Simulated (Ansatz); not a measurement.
Pt: biaxial strain −3.17 %, plane normal [001], relaxed out of plane

Start from Pt in the fcc (Cu type) structure (space group Fm-3m, No. 225; a = 3.9418 Å; relaxed with 0.1 eV smearing). Axes: x, y, z lie along the cube axes.

It is then changed as follows: biaxial strain −3.17 %, plane normal [001], relaxed out of plane (Cartesian); in-plane vectors clamped, the third vector and the atoms free.

Level of theory: r2SCAN in Ansatz (plane waves to 500 eV, PAW, no SOC). k-mesh 29×29×29 (Γ-centred); smearing 0.1 eV (Fermi–Dirac).

| quantity | base | changed | shift |
|---|---|---|---|
| volume per atom | 15.31 Å³ | 15.01 Å³ | -0.30 Å³ |
| space group | Fm-3m (No. 225) | I4/mmm (No. 139) | – |
| shortest interatomic distance | 2.787 Å | 2.699 Å | -0.088 Å |
| energy relative to the base (free energy F) | 0 meV/atom | +27 meV/atom | +27 meV/atom |
| pressure (mean of the normal stresses, compression positive) | 0.0 GPa | 6.5 GPa | +6.5 GPa |
| band gap | zero | zero | – |
| out-of-plane strain | – | +4.54 % | – |
| ratio −ε⊥/ε∥ | – | 1.43 | – |
| mean in-plane stress (compression positive) | – | +9.8 GPa | – |

Final structure (turned so that z lies along the plane normal):

```xyz
1
Lattice="2.6989 0.0000 0.0000 0.0000 2.6989 0.0000 1.3494 -1.3494 2.0604" Properties=species:S:1:pos:R:3 pbc="T T T"
Pt     0.0000     0.0000     0.0000
```

Cost of the whole job for the changed cell (relaxation, final SCF and bands): around 100 core-seconds (rough).

Stability against distortions was not tested. The final runs are not spin-polarised.

Ansatz is an electronic-structure program.
